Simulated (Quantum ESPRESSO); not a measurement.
**Pressure against volume in wurtzite SiC (space group 186) (Quantum ESPRESSO, PBE)**

```xyz
4
Lattice="3.0252 0.0000 0.0000 -1.5126 2.6199 0.0000 0.0000 0.0000 4.9602" Properties=species:S:1:pos:R:3 pbc="T T T"
Si     0.0000     1.7466     0.0000
Si     1.5126     0.8733     2.4801
C      0.0000     1.7466     1.8601
C      1.5126     0.8733     4.3402
```

Method of the run: PBE, GBRV 1.5 ultrasoft (PBE) pseudopotentials (plane waves; Quantum ESPRESSO 7.5). Settings: ecutwfc = 52 Ry; ecutrho = 260 Ry; occupations = smearing; smearing = fd; degauss = 0.000734986 Ry; potentials = {Si: si_pbe_v1.uspp.F.UPF, C: c_pbe_v1.2.uspp.F.UPF}; K_POINTS = automatic 12 12 7 0 0 0; conv_thr = 1e-10 Ry; mixing_beta = 0.7. The cell above is the first row's. The rows scale it uniformly. In all rows fractional positions and the k mesh are held.

```csv
V (Å^3/atom),P (GPa)
9.829,15.91
10.042,10.26
10.256,5.15
10.470,0.52
10.683,-3.66
10.897,-7.44
11.111,-10.86
11.324,-13.94
11.538,?
```

Task: Fit P against V with a cubic, and predict the withheld value at V = 11.538.

Result: With u = V - 10.6, the rows have u = -0.7710, -0.5580, -0.3440, -0.1300, 0.0830, 0.2970, 0.5110, 0.7240. Least squares gives P = -2.083 - 19.3406·u + 4.6146·u² - 0.7261·u³. Residuals (row less fit): 0.006, -0.012, 0.004, 0.009, -0.003, -0.001, -0.002, 0.002; standard error 0.009 (degrees of freedom: 4). The fitted pressure is zero at V0 = 10.49, where dP/dV = -20.33, so B0 = -V0·dP/dV = 213 GPa. At the withheld row, u = 0.9380, so P = -2.083 - 19.3406 × 0.9380 + 4.6146 × 0.9380² - 0.7261 × 0.9380³ = -16.764 GPa. The calculation gives -16.73 GPa, 0.034 GPa above the prediction (0.1 % of the range of P in the table). The row lies outside the fitted rows, so this is an extrapolation. From the scatter of the fitted rows alone, a prediction at this place has a standard error of 0.023 GPa, so the miss is 1.5 times that.

Carrying the step between the two nearest rows on in a straight line would have given -17.03, off by 0.30; series whose last step already gives the withheld value aren't shown. The scan was laid around a cell of about the measured size, scaled by a guess for this functional; axis ratios and inner coordinates come from that cell. This is the 2H polytype. The runs keep the symmetry of the cell, so they don't test it for distortions. The shape of the cell and the inner coordinates aren't relaxed, so V0 and B0 belong to this uniform scaling; a relaxed crystal lies no higher in energy and is usually softer (forces reach 0.08 eV/Å in these rows). Cutoffs and mesh are single choices, not tested for convergence of this quantity. Series with a scatter that would blur these digits, or in which a gap closes, are not shown.
